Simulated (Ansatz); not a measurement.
**What biaxial strain −1.25 %, plane normal [111], relaxed out of plane does to Cu**

Start from Cu in the fcc (Cu type) structure (space group Fm-3m, No. 225; a = 3.577 Å; relaxed with 0.1 eV smearing). Axes: x, y, z lie along the cube axes.

One thing is altered: compressive biaxial strain of 1.25 % in the plane normal to [111], as in epitaxy on a mismatched substrate; the out-of-plane cell vector and the atoms relax.

Calculations: plane-wave PAW DFT at the r2SCAN level (Ansatz, a program for electronic structure, 500 eV), scalar-relativistic without spin-orbit coupling. k-mesh 32×32×32 (Γ-centred); smearing 0.1 eV (Fermi–Dirac).

The volume per atom falls by 0.19 Å³ to 11.25 Å³ and the space group becomes R-3m (No. 166) (base: Fm-3m (No. 225)). The shortest interatomic distance decreases by 0.0316 Å, from 2.529 Å to 2.498 Å and the energy goes up by 3.7 meV/atom. The pressure (mean of the normal stresses, compression positive) goes from zero to 2.9 GPa and the band gap stays zero. The out-of-plane strain comes out as +0.88 % and the ratio −ε⊥/ε∥ amounts to 0.70. The mean in-plane stress (compression positive) is +4.3 GPa.

Whether these cells are dynamically stable was not tested. All final runs are without spin polarisation.
